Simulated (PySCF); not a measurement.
PySCF 2.14.0, MP2 (frozen core)/cc-pvdz: Al(Me)2(OiPr) (CC(C)[O][Al]([CH3])[CH3]), 20 atoms. The geometry is a generated start, not checked to be a minimum at this level.

- task: mp2
- basis: cc-pvdz
- two-electron scheme: exact four-centre integrals
- frozen core: true
- mf.init_guess: minao (default)
- mf.DIIS: CDIIS (default)
- mf.diis_space: 8 (default)
- mf.conv_tol: 1e-09 (default)
- basis functions (reference run): 167

On 4 threads, 1 BLAS thread. Build: conda-forge: OpenMP (GNU), OpenBLAS with its own threads, libcint, Libxc. Single runs; times are not shown.

Values of mol.max_memory tried: 8000 MB, 4000 MB, 2000 MB, 1000 MB, 500 MB, 300 MB, 200 MB.

How low can the memory setting go, and what changes on the way?

It runs down to 200 MB, the lowest tried, with the same result. At 8000 MB: SCF integrals in memory, transformation in memory. From 1000 MB down: SCF integrals in memory, transformation through a file. From 500 MB down: direct SCF, transformation through a file.

```
mol.max_memory                                                    path  peak memory
--------------  ------------------------------------------------------  -----------
8000 MB              SCF integrals in memory, transformation in memory      1.2 GiB
4000 MB              SCF integrals in memory, transformation in memory      1.2 GiB
2000 MB              SCF integrals in memory, transformation in memory      1.2 GiB
1000 MB         SCF integrals in memory, transformation through a file      1.6 GiB
500 MB                       direct SCF, transformation through a file     0.87 GiB
300 MB                       direct SCF, transformation through a file     0.87 GiB
200 MB                       direct SCF, transformation through a file     0.87 GiB
```

Peak memory is the kernel's count for the largest process, libraries included and scratch files not. The peak passes the setting at 1000 MB, 500 MB, 300 MB, 200 MB: it is no hard cap. MP2's transformation through a file may take 2000 MB even at lower settings.
